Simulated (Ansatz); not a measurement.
Take WC (space group P-6m2, No. 187; a = 2.9219 Å, c = 2.8471 Å) as the base.

Computed with PBE (Ansatz, an electronic-structure program), without spin-orbit coupling.

One change was made to it. Results:

```tsv
quantity	base	after
c/a ratio	0.974	0.976
lattice parameter a	2.922 Å	2.898 Å
```

Task: Which of these changes matches the shifts?
(A) pressure 4.2 GPa
(B) pressure −1 GPa
(C) pressure 9 GPa
(D) pressure 18 GPa
(E) pressure 60 GPa

Result: C, pressure 9 GPa. For comparison, the lattice parameter a in the other runs: pressure 60 GPa gives 2.797 Å; pressure 18 GPa gives 2.877 Å; pressure 4.2 GPa gives 2.911 Å; pressure −1 GPa gives 2.925 Å.

Load acts through the strain it causes; cell and atoms are relaxed under it. Stability against distortions was not tested. No other phases were tried under pressure. All final runs are without spin polarisation.
